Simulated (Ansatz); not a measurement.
Structures of equal composition on the (110) surface of bcc Nb: a layer of Ga in place of the second plane; a layer of Ga in place of the third plane. The slabs share one bottom face, and each structure is named by its start. These are constructed structures in small cells; real faces may alloy, dewet or reconstruct in larger ones, and not all known structures of the face are among them. Slabs of about 12 Å with all that they carry, Fermi-Dirac smearing of 0.1 eV. Bottom of the slabs: a bare face, its two planes held. Relaxed from the named starts with such symmetry as they have, on meshes of like density; energies extrapolated to zero smearing; no spin-orbit coupling, no U. Spin-polarised runs, if any, are marked in brackets, and their order is one that fits the cell; the others ran without spin.

Computed with PBE (plane waves to 420 eV, PAW; Ansatz, an electronic-structure program).

**Question.** Put the candidates in order of energy per 1x1 cell, lowest first, for PBE.

**Answer.** a layer of Ga in place of the third plane (0.000 eV), a layer of Ga in place of the second plane (0.267 eV)
